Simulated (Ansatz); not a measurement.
Ansatz (a first-principles code) run on La (P6_3/mmc, 2 atoms in the cell): zone-centre phonon calculation.

Method: PBE (plane waves, PAW; Ansatz).

```yaml
crystal:
  lattice:
    - [3.74628, 0.00000, 0.00000]
    - [-1.87314, 3.24438, 0.00000]
    - [0.00000, 0.00000, 6.08245]
  atoms:
    - { symbol: La, position: [0.33333, 0.66667, 0.25000] }
    - { symbol: La, position: [0.66667, 0.33333, 0.75000] }
```

Reference input (self-consistent single point, DFT, PBE, plane waves, default PAW files): basis.ecutwfc = 420 eV; kpoints.mp_grid.grid = 13 13 7; hamiltonian.xc = pbe; hamiltonian.pseudopotentials = {kind: paw} (the program's default PAW files); scf.occupations.method = gaussian; scf.occupations.width = 0.136 eV. This run's input differs from it in these lines:

```diff
@@ -17,6 +17,4 @@
   occupations: { method: gaussian, width: 0.136 }
-output:
-  forces: true
-  eigenvalues: true
-  stress: true
+phonons:
+  method: dfpt
```

Output, abridged:

```
SCF iter   1: F=—  HF=-12500.153303 eV  |F-HF|=—  |Δ(HF+E_count)|=         —  Δρ=2.33e-3  dr2=1.90e-3  ethr=1.77e-3  ⟨swp⟩=5.7  Hψ=14999  notcnv=0
all-band conjugate gradients solve this SCF's bands
preconditioner: auto → Kerker (q_TF=auto, 2.229 Å⁻¹)
SCF iter   2: F=—  HF=-12500.153911 eV  |F-HF|=—  |Δ(HF+E_count)|=   6.08e-4  Δρ=1.38e-3  dr2=7.27e-4  ethr=8.65e-6  ⟨swp⟩=2.1  Hψ=6629  notcnv=0  defer=1
   [... lines left out ...]
SCF iter   6: F=—  HF=-12500.154852 eV  |F-HF|=—  |Δ(HF+E_count)|=   1.27e-7  Δρ=6.51e-6  dr2=3.60e-8  ethr=2.39e-9  ⟨swp⟩=2.8  Hψ=4893  notcnv=0  defer=1
SCF iter   7: F=—  HF=-12500.154852 eV  |F-HF|=—  |Δ(HF+E_count)|=   4.03e-9  Δρ=1.99e-6  dr2=3.06e-9  ethr=1.64e-10  ⟨swp⟩=2.2  Hψ=3837  notcnv=0  defer=1
SCF iter   8: F=—  HF=-12500.154852 eV  |F-HF|=—  |Δ(HF+E_count)|=  3.73e-10  Δρ=5.61e-7  dr2=2.19e-10  ethr=1.39e-11  ⟨swp⟩=2.7  Hψ=4988  notcnv=0  defer=3
SCF iter   9: F=-12500.154852 eV  HF=-12500.154852 eV  |F-HF|=0.00e0  |Δ(HF+E_count)|=  1.27e-11  Δρ=8.92e-8  dr2=6.13e-12  ethr=1.00e-12  ⟨swp⟩=6.8  Hψ=18125  notcnv=0
SCF 1 converged in 9 iterations: F = -12500.154852 eV  dr2 = 6.13e-12
DFPT response loops at Γ: preconditioner auto → Kerker (q_TF=auto, 2.229 Å⁻¹) (partly filled bands, converged f_vac=0.000) …
Free energy (F): -12500.154852 eV
Internal energy: -12500.122517 eV  (E = F + TS)
E sigma→0 (E₀):  -12500.138685 eV
Entropy (-TS):   -0.032335 eV (-16.167 meV/atom)
Fermi energy:    11.075532 eV
--- Phonons (Γ-DFPT): 2 representative perturbations + reference, on 196 of 1183 k-points (Σ response iterations 7) ---
  k mesh reduced under 4 symmetry operations, with k and −k counted as one. Each operation leaves every solved displacement unchanged or reverses it
  ASR residual: 8.032e-5 → 0.000e0 eV/Å²; symmetrization residual: 1.048e-6 eV/Å²
  ASR residual per site (eV/Å²): 8.03e-5 8.03e-5
  Γ frequencies (cm⁻¹): 0.00 0.00 0.00 41.05 41.05 78.89
  non-analytic LO–TO correction: not included (Born effective charges unavailable; polar crystals: no LO–TO splitting at Γ)
```

The run converged in 9 iterations. 

Summary of the result:
Free energy E − TS (on the zero of these files): -12500.1549 eV
Fermi level (on the code's own zero): 11.08 eV
Zone-centre frequencies (cm⁻¹; negative means imaginary): 0, 0, 0, 41, 41, 79

The starting cell was generated: these elements placed on a structure prototype, without a prior relaxation; it need not be a known phase or ordering of this composition. Its lattice was rescaled by a random factor within 2.5 % of one.

Cost on one core of a shared machine: roughly 80 s.

Keys are those of Ansatz 0.2.
